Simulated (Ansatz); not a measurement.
Band structure of RbCl (Fm-3m, 2 atoms in the cell).

```xyz
2
Lattice="0.0000 3.2900 3.2900 3.2900 0.0000 3.2900 3.2900 3.2900 0.0000" Properties=species:S:1:pos:R:3 pbc="T T T"
Rb     0.0000     0.0000     0.0000
Cl     3.2900     3.2900     3.2900
```

Computed with PBE (plane waves, PAW; Ansatz, a quantum-chemistry and plane-wave program).

Settings: basis.ecutwfc = 30.9 Ry; kpoints.mp_grid.grid = 9 9 9; hamiltonian.xc = pbe; hamiltonian.pseudopotentials = {kind: paw} (the program's default PAW files); scf.occupations.method = fermi_dirac; scf.occupations.width = 0.0037 Ry; kpoints.band_path.npoints = 8.

The starting cell has typed, rounded lattice constants, without a prior relaxation at this level.

Q: Predict the gap along the standard path and the places of the band edges.

A: The gap along the path is 5.00 eV, direct at Γ to within 0.01 eV.

Levels in eV from the top of the valence band on the path, bands 5 to 11:
```tsv
point	5	6	7	8	9	10	11
Γ	-7.97	0.00	0.00	0.00	5.00	7.99	7.99
X	-8.07	-0.32	-0.10	-0.10	6.21	8.07	9.71
W	-7.96	-0.44	-0.24	-0.24	7.67	7.67	9.33
K	-8.02	-0.40	-0.28	-0.22	6.95	8.71	9.06
L	-7.94	-0.86	-0.34	-0.34	7.75	7.98	10.16
U	-8.02	-0.40	-0.28	-0.22	6.95	8.71	9.06
```

Keys are those of Ansatz 0.2.
